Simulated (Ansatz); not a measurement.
A (5,5) silicon nanotube, relaxed period 3.846 Å, atoms relaxed at each strain.

```json
[
 {"strain": "-0.015", "energy (meV a period)": "+53.7", "axial force (nN)": "-3.02"},
 {"strain": "+0.015", "energy (meV a period)": "+51.6", "axial force (nN)": "+2.84"}
]
```

The numbers are results of PBE (plane waves to 420 eV, PAW; Ansatz, a first-principles code), not measurements. Mesh 1×1×18. No spin polarisation. Isolated but for its images some 11 Å away. A hypothetical model, rolled from the flat sheet. It keeps the symmetry and period of its start, so it need not be a minimum against all distortions. Buckling under compression is shut out by symmetry and the short period. Energies are free energies at a Fermi–Dirac width of 0.05 eV, from the unstrained cell.

Mean diameter 10.70 Å.

**Question.** Work out the axial stiffness dF/dε in two ways, and what it means for a modulus.

**Answer.** From the forces: (+2.84 − (-3.02))/0.030 = 195 nN. From the energies: (E₊ + E₋)/(ε² c) = 0.1053 eV/(0.015² × 3.846 Å) = 121.7 eV/Å = 195 nN. The two agree to within 1 %. Spread over the circumference π × 10.70 Å, the force value is a sheet stiffness of 58 N/m.
